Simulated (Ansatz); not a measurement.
The reference is W in the bcc (W type) structure (space group Im-3m, No. 229; a = 3.1542 Å; relaxed with 0.1 eV smearing). Axes: x, y, z lie along the cube axes.

Computed with Kohn–Sham DFT with the PBEsol functional, run in Ansatz (an electronic-structure program) with PAW and 420 eV plane waves, no SOC.

Before the change:

| Quantity | Value |
|---|---|
| Shortest interatomic distance | 5.162 bohr |

The change: biaxial strain −1.50 %, plane normal [001], relaxed out of plane (Cartesian); in-plane vectors clamped, the third vector and the atoms free.

**Question.** Estimate the effect on the out-of-plane strain.

**Answer.** The out-of-plane strain amounts to +1.24 %.

**Question.** How does this affect the shortest interatomic distance?

**Answer.** The shortest interatomic distance shrinks by 0.030 bohr (5.162 bohr → 5.132 bohr).

No phonon test of stability was made. The final runs are not spin-polarised.
